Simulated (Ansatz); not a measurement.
WGe2 (model structure, started from the AlB2 type, P6/mmm, No. 191, 3 atoms in the cell): properties by level of theory

| level (code) | equilibrium lattice constant a (Å) | lattice parameter c (Å) | enthalpy of formation (eV/atom) |
|---|---|---|---|
| PBE (Ansatz) | 4.636 | ? | 0.630 |
| PBEsol (Ansatz) | ? | 2.630 | 0.560 |
| PBE-D3(BJ) (Ansatz) | ? | 2.636 | 0.556 |

### Question
Some entries are withheld; supply them.

### Answer

- PBE (Ansatz, a first-principles code), lattice parameter c (Å): 2.657
- PBEsol (Ansatz), equilibrium lattice constant a (Å): 4.571
- PBE-D3(BJ) (Ansatz), equilibrium lattice constant a (Å): 4.574

Ansatz's density-functional and Hartree–Fock values are scalar-relativistic unless marked +SOC, with PAW data made under PBE.

The computed numbers hold no vibrational or temperature effects.

A model structure was made by putting elements into a prototype or built by hand; it is no filed structure, need not be a known phase, and can be a saddle point held by its symmetry.
